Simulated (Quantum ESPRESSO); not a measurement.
Quantum ESPRESSO run on InP (F-43m, 2 atoms in the cell): self-consistent single point.

Method: PBE, PseudoDojo standard norm-conserving (PBE) pseudopotentials (plane waves; Quantum ESPRESSO).

```xyz
2
Lattice="0.0000 3.0010 3.0010 3.0010 0.0000 3.0010 3.0010 3.0010 0.0000" Properties=species:S:1:pos:R:3 pbc="T T T"
In     0.0000     0.0000     0.0000
P      1.5005     1.5005     1.5005
```

Reference input (self-consistent single point, DFT, PBE, plane waves, PseudoDojo standard norm-conserving (PBE) pseudopotentials): ecutwfc = 70 Ry; occupations = smearing; smearing = gaussian; degauss = 0.0036749 Ry; potentials = {In: In.upf, P: P.upf}; K_POINTS = automatic 5 5 5 1 1 1; conv_thr = 1e-09 Ry. This run's input differs from it in these lines:

```diff
@@ -13,3 +13,3 @@
  ntyp = 2
- ecutwfc = 70
+ ecutwfc = 49
  occupations = 'smearing'
```

Output (repeated stretches shortened):

```
     Self-consistent Calculation

     iteration #  1     ecut=    49.00 Ry     beta= 0.70

     Threshold (ethr) on eigenvalues was too large:
     Diagonalizing with lowered threshold

     total energy              =    -146.69745604 Ry
     estimated scf accuracy    <       0.10508223 Ry

     iteration #  2     ecut=    49.00 Ry     beta= 0.70

     total energy              =    -146.72608630 Ry
     estimated scf accuracy    <       0.03934464 Ry

     iteration #  3     ecut=    49.00 Ry     beta= 0.70

     total energy              =    -146.73397364 Ry
     estimated scf accuracy    <       0.00053347 Ry

   [... 3 blocks of this kind left out ...]

     iteration #  7     ecut=    49.00 Ry     beta= 0.70

     total energy              =    -146.73406939 Ry
     estimated scf accuracy    <       0.00000002 Ry

     iteration #  8     ecut=    49.00 Ry     beta= 0.70
     End of self-consistent calculation

     the Fermi energy is     7.0179 ev

!    total energy              =    -146.73406940 Ry
     estimated scf accuracy    <          8.8E-10 Ry
     smearing contrib. (-TS)   =      -0.00000000 Ry
     internal energy E=F+TS    =    -146.73406940 Ry

     convergence has been achieved in   8 iterations

     Forces acting on atoms (cartesian axes, Ry/au):

     atom    1 type  1   force =    -0.00000000    0.00000000   -0.00000000
     atom    2 type  2   force =     0.00000000   -0.00000000    0.00000000

     Total force =     0.000000     Total SCF correction =     0.000000

          total   stress  (Ry/bohr**3)                   (kbar)     P=     -198.64
  -0.00135035  -0.00000000  -0.00000000         -198.64       -0.00       -0.00
  -0.00000000  -0.00135035  -0.00000000           -0.00     -198.64       -0.00
  -0.00000000  -0.00000000  -0.00135035           -0.00       -0.00     -198.64

   JOB DONE.
```

The run converged in 8 iterations. Against the reference run the free energy rises by 375 meV/atom, the pressure goes from -1.14 to -19.86 GPa and the gap on the mesh moves little (1.320 to 1.317 eV).

The starting cell comes from a database of computed structures (which also holds hypothetical and non-ambient phases and stackings), without a prior relaxation at this level. Its lattice was rescaled by a random factor within 2.5 % of one. At the lowered cutoff the pressure carries the error of an incomplete plane-wave basis. The shifted mesh does not hold Γ, so a gap read on it misses any band edge there.
